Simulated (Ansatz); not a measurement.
Here is the system:

```
CELL_PARAMETERS angstrom
      5.63978     0.00000     0.00000
     -2.81989     4.88419     0.00000
      0.00000     0.00000     6.59992
ATOMIC_POSITIONS crystal
  K  0.00000 0.00000 0.50000
  Sc 0.00000 0.00000 0.00000
  Mo 0.33333 0.66667 0.28224
  Mo 0.66667 0.33333 0.71776
  O  0.32806 0.16403 0.80928
  O  0.67194 0.83597 0.19072
  O  0.83597 0.16403 0.80928
  O  0.16403 0.83597 0.19072
  O  0.83597 0.67194 0.80928
  O  0.16403 0.32806 0.19072
  O  0.33333 0.66667 0.54399
  O  0.66667 0.33333 0.45601
```

No spin polarisation.

All numbers come from r2SCAN, PAW, 500 eV (Ansatz, an electronic-structure program; spin-orbit coupling left out). k-mesh 6×6×4 (Γ-centred); smearing 0.05 eV (Fermi–Dirac).

Q: Predict the band gap.

A: 4.14 eV.

Q: Estimate the valence-band top at Γ (three highest levels, from the VBM).

A: 0.00, -0.13, -0.13 eV.

Q: What is the computed gap character?

A: Direct at Γ.

Load acts through the strain it causes; cell and atoms are relaxed under it. Whether these cells are dynamically stable was not tested. No other phases were tried under pressure. All final runs are without spin polarisation. The cell was made from KScMo2O8 (space group P-3m1, No. 164; a cell from a computed database, its experimental status unchecked) by this change: pressure 7.5 GPa.
